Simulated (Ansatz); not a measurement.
**Hypothetical rock salt BeTe, response to strain**

Take BeTe in the rock salt structure (space group Fm-3m, No. 225; a = 5.370 Å; a hypothetical phase, not in the database extracts checked) as the base. Axes: x, y, z lie along the cube axes.

Strains are applied to the cell and any free atomic positions relax.

Level of theory: Ansatz (a program for electronic structure), r2SCAN, PAW, cutoff 500 eV, no SOC.

Candidates:
(a) uniaxial strain ε_xx = −1.21 %
(b) isotropic strain −0.86 %
(c) strain tensor (xx, yy, zz, yz, xz, xy) = (−1.08, −1.29, +2.09, −1.64, −0.47, −1.02) %
(d) strain tensor (xx, yy, zz, yz, xz, xy) = (−0.84, +0.49, −1.88, −0.75, +0.06, +0.65) %
(e) strain tensor (xx, yy, zz, yz, xz, xy) = (+0.66, −1.80, −1.63, +0.66, −0.10, −0.29) %

Notes on the quantities. energy relative to the base: free energy F.

Q: Order them by energy relative to the base, lowest first.

A: (a) uniaxial strain ε_xx = −1.21 % (+1.0 meV/atom), (b) isotropic strain −0.86 % (+2.8 meV/atom), (d) strain tensor (xx, yy, zz, yz, xz, xy) = (−0.84, +0.49, −1.88, −0.75, +0.06, +0.65) % (+4.5 meV/atom), (e) strain tensor (xx, yy, zz, yz, xz, xy) = (+0.66, −1.80, −1.63, +0.66, −0.10, −0.29) % (+5.7 meV/atom), (c) strain tensor (xx, yy, zz, yz, xz, xy) = (−1.08, −1.29, +2.09, −1.64, −0.47, −1.02) % (+7.3 meV/atom)

Without a gap, meshes like the base's 15×15×15 leave anisotropic stresses uncertain by several tenths of a GPa, and small strain energies with them. No phonon test of stability was made. The final runs are not spin-polarised.
